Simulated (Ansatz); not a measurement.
# Ca$_{3}$SbN in the anti-perovskite structure (space group Pm-3m, No. 221; a cell from a computed database, its experimental status unchecked)

```cif
data_Ca3NSb
_chemical_formula_sum 'Ca3 Sb1 N1'
_space_group_name_H-M_alt 'P 1'
_space_group_IT_number 1
_cell_length_a 4.80274
_cell_length_b 4.80274
_cell_length_c 4.80274
_cell_angle_alpha 90.000
_cell_angle_beta 90.000
_cell_angle_gamma 90.000
loop_
_space_group_symop_operation_xyz
  'x, y, z'
loop_
_atom_site_label
_atom_site_type_symbol
_atom_site_fract_x
_atom_site_fract_y
_atom_site_fract_z
_atom_site_occupancy
Ca1 Ca 0.00000 0.50000 0.50000 1
Ca2 Ca 0.50000 0.00000 0.50000 1
Ca3 Ca 0.50000 0.50000 0.00000 1
Sb1 Sb 0.00000 0.00000 0.00000 1
N1 N 0.50000 0.50000 0.50000 1
```

Method: PBEsol, PAW, 420 eV (Ansatz, an electronic-structure program; spin-orbit coupling left out). k-mesh 7×7×7 (Γ-centred); smearing 0.05 eV (Fermi–Dirac).

| Item | Value |
|---|---|
| Volume per atom | 22.16 Å³ |
| Density | 3.84 g/cm³ |
| Band gap | 0.33 eV, direct at Γ |
| Electron mass (degenerate bands, along [100]) | 0.074, 0.86 mₑ |
| Hole mass (degenerate bands, along [100]) | 0.066, 0.32, 0.32 mₑ |
| Lowest conduction-band minima above the VBM | Γ 0.33 eV |
| Total energy | -2434.727 eV/atom (σ→0; compares only within this code and set-up) |

Spin-orbit coupling, missing from the scalar runs, can matter with Sb. Masses are band curvatures over ±0.01 Å⁻¹ around the edge. Stability against distortions was not tested.
